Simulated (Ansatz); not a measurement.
CrCl3 (R-3, No. 148; cell taken from a computed entry) was calculated with PBEsol in Ansatz (plane waves, PAW).

Run with plane-wave cutoff 520 eV, 8×8×8 k mesh, Fermi–Dirac smearing 0.01 eV, spin-polarised start, scalar-relativistic PAW data made under PBE.

Cell (relaxed with PBEsol):

```
CELL_PARAMETERS angstrom
      2.96694     1.71297     6.16861
     -2.96694     1.71297     6.16861
      0.00000    -3.42593     6.16861
ATOMIC_POSITIONS crystal
  Cr 0.33336 0.33336 0.33336
  Cr 0.66664 0.66664 0.66664
  Cl 0.71482 0.07117 0.42788
  Cl 0.28518 0.92883 0.57212
  Cl 0.42788 0.71482 0.07117
  Cl 0.57212 0.28518 0.92883
  Cl 0.07117 0.42788 0.71482
  Cl 0.92883 0.57212 0.28518
```

Problem. Predict the band gap, smallest direct gap on the k points sampled and Γ–Γ gap.

Solution. 
- band gap = 1.65 eV (indirect)
- smallest direct gap on the k points sampled = 1.70 eV
- Γ–Γ gap = 2.04 eV

Note: the magnetic order was assumed, not searched for or taken from measurement; the cell comes from a level without a dispersion term, which matters for the spacing of layers, chains or molecules; this cell isn't known to be the ambient phase, and symmetry holds it in the calculation; the cell has widely spaced layers and the level no dispersion term, so their spacing and the moduli can rest on weak binding.

Computed values are for the static lattice.

Ansatz is a first-principles code.
